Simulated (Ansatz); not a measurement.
Consider Si-vacancy pair (Si on one host Rh site, one Rh site vacant) in fcc Rh, neutral cell. All values below come from PBE, PAW (plane waves to 420 eV; Ansatz, a quantum-chemistry and plane-wave program).

Cell of 32 host sites held at the relaxed PBE lattice; a 2×2×2 k-point mesh shifted by half a step; Fermi-Dirac width 0.10 eV, spin-restricted; finite-size errors left in. Energies are static. Forms of the defect that were not tried may lie lower.

Barriers: single points on a 4×4×4 k-point mesh shifted by half a step at the bands' geometries.

Relaxed starting cell (atoms counted from 1):

```yaml
crystal:
  lattice:
    - [7.66000, 0.00000, 0.00000]
    - [0.00000, 7.66000, 0.00000]
    - [0.00000, 0.00000, 7.66000]
  atoms:
    - { symbol: Si, position: [0.99947, 0.00186, 0.00226] }
    - { symbol: Rh, position: [0.99939, 0.00383, 0.50171] }
    - { symbol: Rh, position: [0.99940, 0.50137, 0.00418] }
    - { symbol: Rh, position: [0.99940, 0.49924, 0.49960] }
    - { symbol: Rh, position: [0.49942, 0.00233, 0.00268] }
    - { symbol: Rh, position: [0.49939, 0.00146, 0.50044] }
    - { symbol: Rh, position: [0.49940, 0.50009, 0.00181] }
    - { symbol: Rh, position: [0.49940, 0.50230, 0.50265] }
    - { symbol: Rh, position: [0.99937, 0.25204, 0.75164] }
    - { symbol: Rh, position: [0.99942, 0.75131, 0.25237] }
    - { symbol: Rh, position: [0.99939, 0.75538, 0.75573] }
    - { symbol: Rh, position: [0.49940, 0.25107, 0.25142] }
    - { symbol: Rh, position: [0.49939, 0.25166, 0.75143] }
    - { symbol: Rh, position: [0.49941, 0.75106, 0.25201] }
    - { symbol: Rh, position: [0.49939, 0.75153, 0.75189] }
    - { symbol: Rh, position: [0.24401, 0.00405, 0.24959] }
    - { symbol: Rh, position: [0.24979, 0.00198, 0.75208] }
    - { symbol: Rh, position: [0.24827, 0.50006, 0.25270] }
    - { symbol: Rh, position: [0.24885, 0.50201, 0.75225] }
    - { symbol: Rh, position: [0.75475, 0.00395, 0.24961] }
    - { symbol: Rh, position: [0.74897, 0.00200, 0.75206] }
    - { symbol: Rh, position: [0.75055, 0.50010, 0.25270] }
    - { symbol: Rh, position: [0.74997, 0.50196, 0.75223] }
    - { symbol: Rh, position: [0.24402, 0.24926, 0.00428] }
    - { symbol: Rh, position: [0.24828, 0.25234, 0.50046] }
    - { symbol: Rh, position: [0.24980, 0.75173, 0.00236] }
    - { symbol: Rh, position: [0.24883, 0.75189, 0.50230] }
    - { symbol: Rh, position: [0.75480, 0.24923, 0.00439] }
    - { symbol: Rh, position: [0.75053, 0.25235, 0.50041] }
    - { symbol: Rh, position: [0.74899, 0.75172, 0.00233] }
    - { symbol: Rh, position: [0.74996, 0.75188, 0.50235] }
```

End state 1 differs by these moves (Å; atoms that move under 0.08 Å are left out):

| atom | element | Δx | Δy | Δz |
|---|---|---|---|---|
| 1 | Si | 0.00 | 1.91 | 1.91 |

Question: What is the computed forward and backward barriers to end state 1 (PBE, PAW)?

Answer: forward 0.41 eV, backward 0.41 eV; at the saddle point atom 1 has neighbours 2 Rh at 2.35, 2 Rh at 2.36, 2 Rh at 3.00 Å. The program found a first-order saddle point.
